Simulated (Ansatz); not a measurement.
The parent structure is TlZnBr3 in the cubic perovskite structure (space group Pm-3m, No. 221; a = 5.1349 Å; a hypothetical phase, not in the database extracts checked). Axes: x, y, z lie along the cube axes.

Level of theory: Ansatz (an electronic-structure program) PBEsol, no spin-orbit coupling.

Strains are applied to the cell and any free atomic positions relax; under biaxial strain the out-of-plane vector relaxes too; under stress the whole cell relaxes.

One change was made to it. Results:

The energy increases by 3.5 meV/atom; the shortest interatomic distance falls by 0.0458 Å, from 2.567 Å to 2.522 Å; the band gap falls by 0.04 eV, from 0.29 eV to 0.25 eV.

**Question.** Which change produced these results?
(A) biaxial strain +3.21 %, plane normal [110], relaxed out of plane
(B) isotropic strain −3.68 %
(C) strain tensor (xx, yy, zz, yz, xz, xy) = (+0.92, −1.80, −0.05, +1.20, −0.17, −1.27) %
(D) uniaxial stress, 3 GPa compression along z
(E) tensor shear ε_yz = +1.72 %

**Answer.** C, strain tensor (xx, yy, zz, yz, xz, xy) = (+0.92, −1.80, −0.05, +1.20, −0.17, −1.27) %. For comparison, the energy relative to the base in the other runs: uniaxial stress, 3 GPa compression along z gives +12 meV/atom; tensor shear ε_yz = +1.72 % gives +1.8 meV/atom; isotropic strain −3.68 % gives +44 meV/atom; biaxial strain +3.21 %, plane normal [110], relaxed out of plane gives +11 meV/atom.

Spin-orbit coupling, missing from the scalar runs, can matter with Tl. Beyond what the load breaks, stability against distortions was not tested. All final runs are without spin polarisation. Many cubic perovskites are stable only at high temperature; tilts and polar distortions were not tested. The zero or small gap of TlZnBr3 can change with the level of theory.
